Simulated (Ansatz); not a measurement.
Zinc-blende RbBr (model structure), treated with PBEsol in Ansatz (plane waves, PAW).

Run with plane-wave cutoff 500 eV, 8×8×8 k mesh, gaussian smearing 0.02 eV, scalar-relativistic PAW data made under PBE.

Cell (relaxed at this level):

Space group F-43m (No. 216); a = b = c = 7.6412 Å, α = β = γ = 90.00°

```csv
atom,site,symmetry,x,y,z
Rb,4a,-43m,0.0000,0.0000,0.0000
Br,4d,-43m,0.7500,0.7500,0.7500
```
(The calculation used a cell of 2 atoms; values per cell refer to that cell.)

Task: Estimate the band gap that the calculation returns.

Result: 
* **band gap**: 4.16 eV (on the SCF k mesh)

Note: the relaxation could raise the start's symmetry but not lower it, so the cell can be a saddle point.

Spin–orbit coupling is not included.

The computed numbers hold no vibrational or temperature effects.

Computing time: around 30 core-seconds (rough).

A model structure was made by putting elements into a prototype or built by hand; it is no filed structure, need not be a known phase, and can be a saddle point held by its symmetry.

Ansatz is a program for electronic structure.
